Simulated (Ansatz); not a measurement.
Start from As in the A7 type structure (space group R-3m, No. 166; layered).

```xyz
2
Lattice="1.8727 1.0812 3.2515 -1.8727 1.0812 3.2515 0.0000 -2.1624 3.2515" Properties=species:S:1:pos:R:3 pbc="T T T"
As     0.0000     0.0000     2.2703
As     0.0000     0.0000     7.4842
```

All numbers come from PBEsol-D3(BJ)/PAW in Ansatz (a quantum-chemistry and plane-wave program), no spin-orbit coupling.

One change was made to it. Results:

```
quantity                base    after
-------------------  -------  -------
lattice parameter a  3.745 Å  3.672 Å
c/a ratio              2.604    2.522
```

**Question.** Name the change that was made.
(A) pressure 7.5 GPa
(B) pressure −1 GPa
(C) pressure 0.3 GPa

**Answer.** A, pressure 7.5 GPa. For comparison, the lattice parameter a in the other runs: pressure 0.3 GPa gives 3.742 Å; pressure −1 GPa gives 3.758 Å.

Load acts through the strain it causes; cell and atoms are relaxed under it. Stability against distortions was not tested. No other phases were tried under pressure.
